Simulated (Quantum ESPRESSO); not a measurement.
Worked example: self-consistent single point of MgZn5 (R32, 6 atoms in the cell) in Quantum ESPRESSO.

Computed with PBEsol, GBRV 1.5 ultrasoft (PBESOL) pseudopotentials (plane waves; Quantum ESPRESSO).

```
CELL_PARAMETERS angstrom
      2.38106     1.37471     4.63556
     -2.38106     1.37471     4.63556
      0.00000    -2.74942     4.63556
ATOMIC_POSITIONS crystal
  Mg 0.50000 0.50000 0.50000
  Zn 0.00000 0.67071 0.32929
  Zn 0.32929 0.00000 0.67071
  Zn 0.67071 0.32929 0.00000
  Zn 0.83628 0.83628 0.83628
  Zn 0.16372 0.16372 0.16372
```

Reference input (self-consistent single point, DFT, PBEsol, plane waves, GBRV 1.5 ultrasoft (PBESOL) pseudopotentials): ecutwfc = 50 Ry; ecutrho = 250 Ry; occupations = smearing; smearing = mp; degauss = 0.0036749 Ry; potentials = {Mg: mg_pbesol_v1.4.uspp.F.UPF, Zn: zn_pbesol_v1.uspp.F.UPF}; K_POINTS = automatic 5 5 5 0 0 0; conv_thr = 1e-10 Ry; mixing_beta = 0.7. This run's input differs from it in these lines:

```diff
@@ -12,4 +12,4 @@
   ntyp = 2
-  ecutwfc = 50
-  ecutrho = 250
+  ecutwfc = 57
+  ecutrho = 285
   occupations = 'smearing'
```

The program printed (abridged):

```
     Self-consistent Calculation

     iteration #  1     ecut=    57.00 Ry     beta= 0.70

     Threshold (ethr) on eigenvalues was too large:
     Diagonalizing with lowered threshold

     total energy              =   -2430.94530722 Ry
     estimated scf accuracy    <       0.68657720 Ry

     iteration #  2     ecut=    57.00 Ry     beta= 0.70

     total energy              =   -2431.11960198 Ry
     estimated scf accuracy    <       1.30278403 Ry

     iteration #  3     ecut=    57.00 Ry     beta= 0.70
     Minimization algorithm failed to find Fermi energy: reverting to bisection
     Possible cause: smearing is larger than the electronic band-gap.

     total energy              =   -2431.33338966 Ry
     estimated scf accuracy    <       0.00633233 Ry

   [... 6 blocks of this kind left out ...]

     iteration # 10     ecut=    57.00 Ry     beta= 0.70

     total energy              =   -2431.33581312 Ry
     estimated scf accuracy    <          7.4E-10 Ry

     iteration # 11     ecut=    57.00 Ry     beta= 0.70
     End of self-consistent calculation

   [... 6 lines left out ...]

   [... 6 lines left out ...]

     the Fermi energy is    12.9203 ev

!    total energy              =   -2431.33581312 Ry
     estimated scf accuracy    <          4.5E-11 Ry
     smearing contrib. (-TS)   =       0.00001833 Ry
     internal energy E=F+TS    =   -2431.33583145 Ry

     convergence has been achieved in  11 iterations

     Forces acting on atoms (cartesian axes, Ry/au):

     atom    1 type  1   force =     0.00000000   -0.00000000   -0.00000000
     atom    2 type  2   force =     0.00030762   -0.00053282   -0.00000000
     atom    3 type  2   force =     0.00030762    0.00053282    0.00000000
     atom    4 type  2   force =    -0.00061525    0.00000000    0.00000000
     atom    5 type  2   force =     0.00000000    0.00000000   -0.00057590
   [... lines left out ...]

     Total force =     0.001341     Total SCF correction =     0.000006

          total   stress  (Ry/bohr**3)                   (kbar)     P=       -9.72
  -0.00013237   0.00000000  -0.00000000          -19.47        0.00       -0.00
  -0.00000000  -0.00013237  -0.00000000           -0.00      -19.47       -0.00
   0.00000000  -0.00000000   0.00006656            0.00       -0.00        9.79

   JOB DONE.
```

The run converged in 11 iterations. Against the reference run the free energy goes down by 6.5 meV/atom, the pressure goes from -1.61 to -0.97 GPa and the largest force stays at 0.016 eV/Å.

The starting cell comes from a database of computed structures (which also holds hypothetical and non-ambient phases and stackings), without a prior relaxation at this level.

Cost on one core of a shared machine: roughly 80 s.
